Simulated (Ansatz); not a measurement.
The parent structure is KF in the rock salt structure (space group Fm-3m, No. 225).

```
KF
1.0
    0.00000     2.65339     2.65339
    2.65339     0.00000     2.65339
    2.65339     2.65339     0.00000
K F
1 1
Direct
  0.00000   0.00000   0.00000
  0.50000   0.50000   0.50000
```

The values are results of PBEsol, PAW, 420 eV (Ansatz, a first-principles code; without spin-orbit coupling), not measurements.

For the base:

```
Item                               Value
-----------------------------  ---------
Width of the top valence band    0.37 eV
Pressure                       -0.01 GPa
```

It is then changed as follows: every lattice vector is shortened by 3.00 %; the atoms relax in the strained cell.

Question: Estimate the effect on the mean gap deformation potential ΔEg/Δln V.

Answer: The mean gap deformation potential ΔEg/Δln V is -5.4 eV.

Question: Estimate the effect on the width of the top valence band.

Answer: The width of the top valence band rises by 0.09 eV (0.37 eV → 0.46 eV).

Question: Predict the new pressure.

Answer: The pressure goes up by 3.80 GPa (-0.01 GPa → 3.79 GPa).

Semilocal Kohn–Sham gaps tend to fall short of experiment. Whether these cells are dynamically stable was not tested.
